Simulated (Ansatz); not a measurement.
Several settings converged on YAlSi (Cm, 6 atoms in the cell)

```
YAlSi
1.0
    1.98017    -5.14346     0.00000
    1.98017     5.14346     0.00000
    0.00000     0.00000     5.67650
Y Al Si
2 2 2
Cartesian
  1.98017   2.00389   1.46912
  1.98017  -2.00389   4.25738
  0.00000   0.00000   2.83825
  0.00000   0.00000   0.00000
  1.98017   1.01131   4.25738
  1.98017  -1.01131   1.41913
```

Base method: LDA (PW92), default PAW files made with PBE (plane waves; Ansatz, an electronic-structure program).

Base settings: basis.ecutwfc = 420 eV; kpoints.mp_grid.grid = 6 6 3; hamiltonian.xc = lda; hamiltonian.pseudopotentials = {kind: paw} (the program's default PAW files); scf.occupations.method = fermi_dirac; scf.occupations.width = 0.1 eV.

The count of work is k-points × plane waves × bands × iterations; it is no time. Core times come from one kind of shared machine, to one figure; runs under 30 s give none.

**The cutoff for other potential files**

Level: DFT, LDA (PW92), plane waves, harder PAW files (source: ansatz) made with PBE.

In this ladder: hamiltonian.pseudopotentials = {kind: paw, source: ansatz}.

The second cell is the first with its lattice scaled by 0.98.

The mesh stays at the base's, so the ladder's end is converged at best in this setting alone.

The first pressure column holds Ansatz's estimate of the finite-basis (Pulay) stress, which hides part of the cutoff error; the other is without it.

Only quantities that move along the ladder and can be compared are tabulated.

```csv
basis.ecutwfc,free energy less the last step's (meV/atom),energy of the compressed cell less the first (meV/atom),pressure (GPa),pressure without the Pulay estimate (GPa),largest difference of a force vector from the last step's (eV/Å),count of work / last,core time / last (rough)
405 eV,1260.53,-5.03,-2.90,-57.99,0.020,0.11,–
495 eV,207.44,0.53,-2.73,-14.55,0.003,0.14,–
630 eV,9.69,1.24,-2.69,-3.53,0.000,0.21,–
765 eV,0.52,1.31,-2.68,-2.70,0.000,0.28,–
900 eV,0.33,1.31,-2.68,-2.69,0.000,0.36,–
1080 eV,0.20,1.31,-2.68,-2.69,0.000,0.46,0.4
1350 eV,0.05,1.31,-2.68,-2.69,0.000,0.65,0.7
1800 eV,0.00,1.31,-2.68,-2.68,0.000,1.0,1
```

Coarsest basis.ecutwfc that holds the energy of the compressed cell less the first within 0.5 meV/atom of the last step, with all finer ones: 630 eV, at 0.21 of the last step's count of work; the step before is off by 0.77 meV/atom.

Coarsest basis.ecutwfc that holds the free energy within 2 meV/atom of the last step, with all finer ones: 765 eV, at 0.28 of the last step's count of work; the step before is off by 9.7 meV/atom.

Coarsest basis.ecutwfc that holds the forces within 0.005 eV/Å of the last step, with all finer ones: 495 eV, at 0.14 of the last step's count of work; the step before is off by 0.020 eV/Å.

The energy difference between the two cells stays within 1 meV/atom of the last step's from 495 eV on, the total only from 765 eV on: much of the error is common to both cells and cancels.

At the lowest cutoff the pressure without the Pulay estimate lies 55.3 GPa under the last step's, the usual sign of Pulay stress in an incomplete plane-wave basis.

**The relaxed cell against the cutoff**

On YAlSi (Cmcm, 6 atoms in the cell): atoms on their sites.

In this ladder: relax = cell and atoms.

The mesh stays at the base's, so the ladder's end is converged at best in this setting alone.

Only quantities that move along the ladder and can be compared are tabulated.

```csv
basis.ecutwfc,relaxed volume (Å³/atom),relaxation steps
210 eV,18.930,11
250 eV,18.790,9
295 eV,18.755,8
355 eV,18.721,6
420 eV,18.710,6
505 eV,18.708,6
630 eV,18.708,6
840 eV,18.707,6
```

Coarsest basis.ecutwfc that holds the relaxed volume within 0.019 Å³/atom of the last step, with all finer ones: 355 eV; the step before is off by 0.048 Å³/atom.

At the lowest cutoff the cell relaxes to a volume 1.2 % larger than at the highest. Ansatz relaxes on a stress corrected for the finite basis.

On the base run: the starting cell comes from a database of computed structures (which also holds hypothetical and non-ambient phases and stackings), without a prior relaxation at this level. Its lattice was rescaled by up to half a per cent. One atom was moved a little off its site on purpose. Without a gap this mesh is coarse (it stands for a supercell whose shortest vector is 17 Å).

Keys are those of Ansatz 0.2.
